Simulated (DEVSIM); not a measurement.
Device: CdS/CdTe n-p heterojunction, at 300 K.

```tsv
layer (left to right)	material	thickness (μm)	Nd (cm⁻³)	Na (cm⁻³)	τn (s)	τp (s)
1	CdS	0.530	1.3e16	-	6.2e-10	6.2e-10
2	CdTe	0.170	-	4.3e17	6.2e-10	6.2e-10
```

Left contact: ohmic. Right contact: ohmic. Voltage is applied to the left contact. Recombination: SRH at mid-gap, Auger. Mobility is μmin + (μ − μmin)/(1 + (N/Nref)^α).

The device is made up for the run: typed textbook-type constants, with dimensions and the other settings drawn at random. Values at 300 K.

| parameter | CdS | CdTe |
|---|---|---|
| gap (eV) | 2.4 | 1.5 |
| affinity (eV) | 4.3 | 4.28 |
| permittivity | 9 | 10.2 |
| Nc (cm⁻³) | 2.2e18 | 8e17 |
| Nv (cm⁻³) | 1.8e19 | 1.8e19 |
| μn (cm²/Vs) | 300 | 1000 |
| μp (cm²/Vs) | 25 | 80 |
| μn,min | 30 | 100 |
| μp,min | 3 | 10 |
| Nref,n | 1e17 | 1e17 |
| Nref,p | 1e17 | 1e17 |
| αn | 0.6 | 0.6 |
| αp | 0.6 | 0.6 |
| Cn (cm⁶/s) | 1e-30 | 1e-30 |
| Cp (cm⁶/s) | 1e-30 | 1e-30 |

Model (solved in DEVSIM): 1D drift-diffusion, Boltzmann statistics, complete ionisation; no tunnelling, impact ionisation, image-force lowering or self-heating. Band offsets follow the typed affinities; no thermionic-emission limit at abrupt steps, no polarisation charge.

The thickness of layer 1 was swept, all else fixed.

```json
[
 {"thickness of layer 1 (μm)": "0.11", "largest field in the device at zero bias (V/cm)": "120000", "dark forward voltage at 100 A/cm² (V)": "1.236"},
 {"thickness of layer 1 (μm)": "0.19", "largest field in the device at zero bias (V/cm)": "87000", "dark forward voltage at 100 A/cm² (V)": "1.238"},
 {"thickness of layer 1 (μm)": "0.32", "largest field in the device at zero bias (V/cm)": "78000", "dark forward voltage at 100 A/cm² (V)": "1.241"},
 {"thickness of layer 1 (μm)": "0.53", "largest field in the device at zero bias (V/cm)": "78000", "dark forward voltage at 100 A/cm² (V)": "1.245"},
 {"thickness of layer 1 (μm)": "0.9", "largest field in the device at zero bias (V/cm)": "78000", "dark forward voltage at 100 A/cm² (V)": "1.252"},
 {"thickness of layer 1 (μm)": "1.6", "largest field in the device at zero bias (V/cm)": "78000", "dark forward voltage at 100 A/cm² (V)": "1.268"},
 {"thickness of layer 1 (μm)": "2.7", "largest field in the device at zero bias (V/cm)": "78000", "dark forward voltage at 100 A/cm² (V)": "1.290"}
]
```

From the first row to the last the largest field in the device at zero bias goes from 120000 to 78000. From the first row to the last the dark forward voltage at 100 A/cm² goes from 1.236 to 1.290.
